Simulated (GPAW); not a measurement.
# Worked example: self-consistent single point of FePt (P4/mmm, 2 atoms in the cell) in GPAW

Computed with PBE, GPAW PAW datasets PBE (gpaw-data 1.0.1) (plane waves; GPAW).

This input was run:

```python
from ase import Atoms
from ase.units import GPa
from gpaw import GPAW

atoms = Atoms(['Fe', 'Pt'],
              cell=[[2.720000, 0.000000, 0.000000],
                    [0.000000, 2.720000, 0.000000],
                    [0.000000, 0.000000, 3.710000]],
              scaled_positions=[[0.000000, 0.000000, 0.000000],
                                [0.500000, 0.500000, 0.500000]],
              pbc=True)

atoms.set_initial_magnetic_moments([3.0, 0.0])

calc = GPAW(spinpol=True,
            mode={'name': 'pw', 'ecut': 850},
            xc='PBE',
            kpts=(9, 9, 7),
            occupations={'name': 'methfessel-paxton', 'width': 0.1, 'order': 0},
            nbands=-8,
            convergence={'forces': 0.001},
            symmetry={'symmorphic': False, 'tolerance': 0.0005},
            maxiter=100)

atoms.calc = calc

energy = atoms.get_potential_energy()
print('Energy (eV):', round(energy, 6))
forces = atoms.get_forces()
print('Forces (eV/Ang):')
print(forces.round(5))
stress = atoms.get_stress()
print('Stress (GPa, Voigt):', (stress / GPa).round(4))
```

Output, abridged:

```
Input parameters:
  convergence: {forces: 0.001}
  kpts: [9 9 7]
  maxiter: 100
  mode: {ecut: 850,
         name: pw}
  nbands: -8
  occupations: {name: methfessel-paxton,
                order: 0,
                width: 0.1}
  spinpol: True
  symmetry: {symmorphic: False,
             tolerance: 0.0005}
  xc: PBE

species:
  Fe:
    name: Iron
    Z: 26.0
    valence: 8
    core: 18
    charge: 0.0
    file: Fe.PBE.gz

    # Using partial waves for Fe as LCAO basis

  Pt:
    name: Platinum
    Z: 78.0
    valence: 16
    core: 62
    charge: 0.0
    file: Pt.PBE.gz

    # Using partial waves for Pt as LCAO basis

Reference energy: -534994.817367  # eV

Spin-polarized calculation.
Initial magnetic moment: 3.000000

Convergence criteria:
 Maximum [total energy] change in last 3 cyles: 0.0005 eV / valence electron
 Maximum integral of absolute [dens]ity change: 0.0001 electrons / valence electron
 Maximum integral of absolute [eigenst]ate change: 4e-08 eV^2 / valence electron
 Maximum change in the atomic [forces] across last 2 cycles: 0.001 eV/Ang OR
Maximum error relative to the maximum force is below inf
 Maximum number of scf [iter]ations: 100

Symmetries present (total): 16
Symmetries with fractional translations: 0
567 k-points: 9 x 9 x 7 Monkhorst-Pack grid
60 k-points in the irreducible part of the Brillouin zone
       k-points in crystal coordinates                weights
   0:     0.00000000    0.00000000    0.00000000          1/567
   1:     0.00000000    0.00000000    0.14285714          2/567
   2:     0.00000000    0.00000000    0.28571429          2/567
   [... 7 lines left out ...]
          ...
  59:     0.44444444    0.44444444    0.42857143          8/567

Wave functions: Plane wave expansion
  Cutoff energy: 850.000 eV
  Number of coefficients (min, max): 1510, 1562
  Pulay-stress correction: 0.000000 eV/Ang^3 (de/decut=0.000000)

Occupation numbers: Methfessel-Paxton:
  width: 0.1000  # eV
  order: 0

Eigensolver

Densities:
  Coarse grid: 20*20*25 grid
  Fine grid: 40*40*50 grid
  Total Charge: 0.000000

Density mixing:
  Method: difference
  Backend: pulay
  Linear mixing parameter: 0.05
  old densities: 5
  Damping of long wavelength oscillations: 50

Hamiltonian:
  XC and Coulomb potentials evaluated on a 40*40*50 grid
  External potential:
    NoExternalPotential

XC parameters: PBE with 2 nearest neighbor stencil

Number of atoms: 2
Number of atomic orbitals: 21
Number of bands in calculation: 21
Number of valence electrons: 24
Bands to converge: occupied

Density initialized from atomic densities
  21 bands from LCAO basis set

Atomic positions and initial magnetic moments

Positions:
   0 Fe     0.000000    0.000000    0.000000    ( 0.0000,  0.0000,  3.0000)
   1 Pt     1.360000    1.360000    1.855000    ( 0.0000,  0.0000,  0.0000)

Unit cell:
           periodic     x           y           z      points  spacing
  1. axis:    yes    2.720000    0.000000    0.000000    20     0.1360
  2. axis:    yes    0.000000    2.720000    0.000000    20     0.1360
  3. axis:    yes    0.000000    0.000000    3.710000    25     0.1484

  Lengths:   2.720000   2.720000   3.710000
  Angles:   90.000000  90.000000  90.000000

Effective grid spacing dv^(1/3) = 0.1400

     iter     time        total  log10-change:         magmom
                         energy   eigst   dens  force
iter:   1 --:--:--   -18.315626                          +3.0029
iter:   2 --:--:--   -16.465570   -1.33  -1.20           +2.1098
iter:   3 --:--:--   -16.042882   -2.10  -1.39           +2.1470
iter:   4 --:--:--   -15.812237   -2.34  -1.51           +2.1809
iter:   5 --:--:--   -15.882435   -2.17  -1.74           +2.7458
iter:   6 --:--:--   -15.917472   -2.45  -2.00           +3.6316
iter:   7 --:--:--   -16.071709   -2.35  -2.10           +3.2633
iter:   8 --:--:--   -15.955928   -3.12  -1.97           +3.3165
iter:   9 --:--:--   -15.932089   -3.13  -2.30           +3.2689
iter:  10 --:--:--   -15.931709   -5.11  -2.93           +3.2597
iter:  11 --:--:--   -15.931411c  -4.53  -2.97           +3.2278
iter:  12 --:--:--   -15.931354c  -5.02  -3.29           +3.2365
iter:  13 --:--:--   -15.931414c  -6.16  -3.64           +3.2466
iter:  14 --:--:--   -15.931441c  -6.04  -3.74           +3.2574
iter:  15 --:--:--   -15.931478c  -6.08  -3.74           +3.2574
iter:  16 --:--:--   -15.931474c  -6.95  -3.70           +3.2573
iter:  17 --:--:--   -15.931470c  -6.86  -3.80           +3.2586
iter:  18 --:--:--   -15.931471c  -7.08  -3.82           +3.2567
iter:  19 --:--:--   -15.931433c  -6.27  -3.82           +3.2548
iter:  20 --:--:--   -15.931435c  -8.03c -4.23c          +3.2555
iter:  21 --:--:--   -15.931437c  -7.20  -4.34c          +3.2562
iter:  22 --:--:--   -15.931437c  -8.56c -4.59c -26.53c   +3.2560

Converged after 22 iterations.

Dipole moment: (-0.000000, -0.000000, -0.000000) |e|*Ang

Total magnetic moment: (0.000000, 0.000000, 3.255984)
Local magnetic moments:
   0 Fe ( 0.000000,  0.000000,  2.899425)
   1 Pt ( 0.000000,  0.000000,  0.349670)

Energy contributions relative to reference atoms: (reference = -534994.817367)

Kinetic:         +5.314101
Potential:       -5.683085
External:        +0.000000
XC:             -15.136046
Entropy (-ST):   -0.005536
Local:           -0.423639
SIC:             +0.000000
--------------------------
Free energy:    -15.934205
Extrapolated:   -15.931437

Spin contamination: 0.126827 electrons
Showing only first 2 kpts
                      Up                     Down
 Kpt  Band  Eigenvalues  Occupancy  Eigenvalues  Occupancy
  0    10      9.15111    1.00000     11.68805    0.00000
  0    11     10.50545    1.00000     12.80167    0.00000
  0    12     10.68358    1.00000     12.80167    0.00000
  0    13     10.68358    1.00000     12.83152    0.00000

  1    10      9.02936    1.00000     11.46472    0.00000
  1    11     10.44379    1.00000     12.55307    0.00000
  1    12     10.44379    1.00000     12.56477    0.00000
  1    13     10.45107    1.00000     12.56477    0.00000

Fermi level: 11.09524

No gap
No difference between direct/indirect transitions
Energy (eV): -15.931437

Forces in eV/Ang:
  0 Fe   -0.00000    0.00000    0.00000
  1 Pt    0.00000    0.00000    0.00000

Stress tensor:
    -0.026538     0.000000     0.000000
     0.000000    -0.026538     0.000000
     0.000000     0.000000    -0.044227
Stress (GPa, Voigt): [-4.2518 -4.2518 -7.0859  0.      0.      0.    ]
```

The run converged in 22 iterations. GPAW prints stress with tension positive.

The starting cell has typed, rounded lattice constants, without a prior relaxation at this level. Spin-orbit coupling is off. The magnetic order is the one reached from the typed start; others were not searched systematically. With a pressure of about 5 GPa the cell is away from its equilibrium volume at this level.

Cost on one core of a shared machine: roughly 2 min.
